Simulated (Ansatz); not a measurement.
Take HgTe in the zinc blende structure (space group F-43m, No. 216; a = 6.651 Å) as the base. Axes: x, y, z lie along the cube axes.

Method: Ansatz (a quantum-chemistry and plane-wave program), PBE, PAW, cutoff 420 eV, no spin-orbit coupling, earlier PAW set.

Modification: the cell is scaled by 0.9880 in all directions; the atoms relax in the strained cell.

Problem. Predict the stress tensor and what it implies for the stiffness.

Solution. Stress of the strained cell less that of the base (GPa, compression positive):
```
    1.4     0.0     0.0
    0.0     1.4     0.0
    0.0     0.0     1.4
```

Then B = −ΔP/(ΔV/V₀) with ΔV/V₀ = -0.0356 gives secant stiffness values (nonlinear terms included at this strain): B ≈ 38 GPa.

As a check, the harmonic strain energy −½ V₀ Δσ:ε is 5.6 meV/atom; the computed energy rise is 5.4 meV/atom.

No phonon test of stability was made. The final runs are not spin-polarised.
